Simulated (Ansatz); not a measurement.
Take ZrO₂ (space group P4_2/nmc, No. 137; a = 3.621 Å, c = 5.283 Å) as the base.

Structures relaxed with PBE, PAW, 420 eV (Ansatz, a first-principles code; no SOC).

Base:

Simulated powder pattern, Co Kα, λ = 1.79026 Å (kinematic, ideal powder, no thermal factors, no anomalous dispersion; the 10 strongest lines at most, above 2 %, up to 2θ = 90°):

```json
[
 {"2θ (°)": "34.88", "I/Imax (%)": "100", "hkl": "(101)"},
 {"2θ (°)": "39.62", "I/Imax (%)": "9.3", "hkl": "(002)"},
 {"2θ (°)": "40.93", "I/Imax (%)": "13", "hkl": "(110)"},
 {"2θ (°)": "58.27", "I/Imax (%)": "36", "hkl": "(112)"},
 {"2θ (°)": "59.26", "I/Imax (%)": "19", "hkl": "(200)"},
 {"2θ (°)": "68.84", "I/Imax (%)": "14", "hkl": "(103)"},
 {"2θ (°)": "70.64", "I/Imax (%)": "27", "hkl": "(211)"},
 {"2θ (°)": "73.65", "I/Imax (%)": "7.3", "hkl": "(202)"},
 {"2θ (°)": "85.34", "I/Imax (%)": "2.2", "hkl": "(004)"},
 {"2θ (°)": "88.72", "I/Imax (%)": "6.1", "hkl": "(220)"}
]
```

Modification: an isotropic linear strain of −0.57 %, atoms relaxed at fixed cell.

After the change:

Simulated powder pattern, Co Kα, λ = 1.79026 Å (kinematic, ideal powder, no thermal factors, no anomalous dispersion; the 10 strongest lines at most, above 2 %, up to 2θ = 90°):

```json
[
 {"2θ (°)": "35.09", "d (Å)": "2.970", "I/Imax (%)": "100", "hkl": "(101)"},
 {"2θ (°)": "39.85", "d (Å)": "2.626", "I/Imax (%)": "9.1", "hkl": "(002)"},
 {"2θ (°)": "41.17", "d (Å)": "2.546", "I/Imax (%)": "13", "hkl": "(110)"},
 {"2θ (°)": "58.64", "d (Å)": "1.828", "I/Imax (%)": "36", "hkl": "(112)"},
 {"2θ (°)": "59.64", "d (Å)": "1.800", "I/Imax (%)": "19", "hkl": "(200)"},
 {"2θ (°)": "69.29", "d (Å)": "1.575", "I/Imax (%)": "14", "hkl": "(103)"},
 {"2θ (°)": "71.11", "d (Å)": "1.539", "I/Imax (%)": "26", "hkl": "(211)"},
 {"2θ (°)": "74.15", "d (Å)": "1.485", "I/Imax (%)": "7.2", "hkl": "(202)"},
 {"2θ (°)": "85.95", "d (Å)": "1.313", "I/Imax (%)": "2.3", "hkl": "(004)"},
 {"2θ (°)": "89.37", "d (Å)": "1.273", "I/Imax (%)": "6.1", "hkl": "(220)"}
]
```

The indices refer to the base's conventional cell; one index is shown for lines that coincide.

Stability against distortions was not tested. This is not the structure that ZrO2 has at room temperature and ambient pressure.
